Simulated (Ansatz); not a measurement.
## A computed series for CdSe: carrier doping

Take CdSe in the zinc blende structure (space group F-43m, No. 216; a = 6.0818 Å) as the base.

Carriers are added at fixed cell with a uniform background; the Fermi–Dirac width is that of 300 K.

Computed with PBEsol (Ansatz, a first-principles code), without spin-orbit coupling.

Notes on the quantities. Fermi level from band edge: Fermi level relative to the doped band's edge (positive inside the band; to 0.05 eV).

```tsv
case	Fermi level from band edge	gap between the host's bands
undoped	–	0.48 eV
electrons 5.0×10^20 cm⁻³	+1.25 eV	0.47 eV
electrons 1.5×10^21 cm⁻³	+1.70 eV	0.44 eV
electrons 5.0×10^21 cm⁻³	+2.20 eV	0.37 eV
holes 5.0×10^20 cm⁻³	+0.10 eV	0.50 eV
holes 1.5×10^21 cm⁻³	+0.25 eV	0.54 eV
holes 5.0×10^21 cm⁻³	+0.45 eV	0.68 eV
```

Charged cell with a jellium background: band edges are those of the host's band count, energies are not comparable with the neutral cell, and many-body gap narrowing is missing. Whether these cells are dynamically stable was not tested.
